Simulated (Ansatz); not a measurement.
We consider SnSe2 (model structure, started from the SiS2 type, Ibam, No. 72, 6 atoms in the cell), described by PBEsol in Ansatz (plane waves, PAW).

Settings: plane-wave cutoff 500 eV, 8×8×8 k mesh, Fermi–Dirac smearing 0.05 eV, scalar-relativistic PAW data made under PBE.

Cell (relaxed at this level):

```yaml
crystal:
  lattice:
    - [-3.25421, 4.55176, 3.31924]
    - [3.25421, -4.55176, 3.31924]
    - [3.25421, 4.55176, -3.31924]
  atoms:
    - { symbol: Se, position: [0.85757, 0.77683, 0.63439] }
    - { symbol: Se, position: [0.35757, 0.72317, 0.08074] }
    - { symbol: Se, position: [0.64243, 0.27683, 0.91926] }
    - { symbol: Se, position: [0.14243, 0.22317, 0.36561] }
    - { symbol: Sn, position: [0.75000, 0.75000, 0.00000] }
    - { symbol: Sn, position: [0.25000, 0.25000, 0.00000] }
```

Question: What does this level give for the band gap?

Answer: 
- band gap: 1.20 eV (on the SCF k mesh)

Note: the relaxation could raise the start's symmetry but not lower it, so the cell can be a saddle point.

Spin–orbit coupling is not included.

The computed numbers hold no vibrational or temperature effects.

Computing time: around 22 core-minutes (rough).

A model structure was made by putting elements into a prototype or built by hand; it is no filed structure, need not be a known phase, and can be a saddle point held by its symmetry.

Ansatz is a first-principles code.
